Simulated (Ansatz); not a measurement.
The reference is Mo in the bcc (W type) structure (space group Im-3m, No. 229; a = 3.1300 Å; relaxed with 0.1 eV smearing).

Method: PBEsol in Ansatz (plane waves to 420 eV, PAW, scalar-relativistic without spin-orbit coupling).

Before the change:

| Quantity | Value |
|---|---|
| Pressure | 0.0 GPa |

Now apply this change: every lattice vector is shortened by 2.00 %, atoms relaxed at fixed cell.

**Question.** Predict the new energy relative to the base.

**Answer.** The energy grows by 51 meV/atom.

**Question.** How does this affect the pressure?

**Answer.** The pressure goes from zero to 19.2 GPa.

The cells carry an imposed strain or load. Whether these cells are dynamically stable was not tested. The final runs are not spin-polarised.

Ansatz is a program for electronic structure.
